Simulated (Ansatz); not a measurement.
# Pressure series in TiSi2

Take TiSi$_{2}$ (space group Cmcm, No. 63) as the base.

```
CELL_PARAMETERS angstrom
      1.77307    -6.78170     0.00000
      1.77307     6.78170     0.00000
      0.00000     0.00000     3.57984
ATOMIC_POSITIONS crystal
  Si 0.94083 0.05917 0.75000
  Si 0.05917 0.94083 0.25000
  Si 0.25028 0.74972 0.75000
  Si 0.74972 0.25028 0.25000
  Ti 0.60319 0.39681 0.75000
  Ti 0.39681 0.60319 0.25000
```

Cell and atoms are relaxed at each pressure.

Computed with PBE (Ansatz, a quantum-chemistry and plane-wave program), scalar-relativistic without spin-orbit coupling.

Notes on the quantities. enthalpy: H = E + PV relative to the base's energy.

```json
[
 {"change": "base", "enthalpy": "–", "volume per atom": "14.35 Å³"},
 {"change": "pressure −2 GPa", "enthalpy": "-0.18 eV/atom", "volume per atom": "14.59 Å³"},
 {"change": "pressure −1 GPa", "enthalpy": "-0.09 eV/atom", "volume per atom": "14.47 Å³"},
 {"change": "pressure 1.8 GPa", "enthalpy": "+0.16 eV/atom", "volume per atom": "14.15 Å³"},
 {"change": "pressure 4.2 GPa", "enthalpy": "+0.37 eV/atom", "volume per atom": "13.91 Å³"},
 {"change": "pressure 9 GPa", "enthalpy": "+0.78 eV/atom", "volume per atom": "13.48 Å³"},
 {"change": "pressure 18 GPa", "enthalpy": "+1.52 eV/atom", "volume per atom": "12.82 Å³"},
 {"change": "pressure 30 GPa", "enthalpy": "+2.45 eV/atom", "volume per atom": "12.15 Å³"},
 {"change": "pressure 45 GPa", "enthalpy": "+3.56 eV/atom", "volume per atom": "11.49 Å³"},
 {"change": "pressure 60 GPa", "enthalpy": "+4.61 eV/atom", "volume per atom": "10.97 Å³"}
]
```

Load acts through the strain it causes; cell and atoms are relaxed under it. No phonon test of stability was made. Competing high-pressure phases were not computed. The final runs are not spin-polarised.
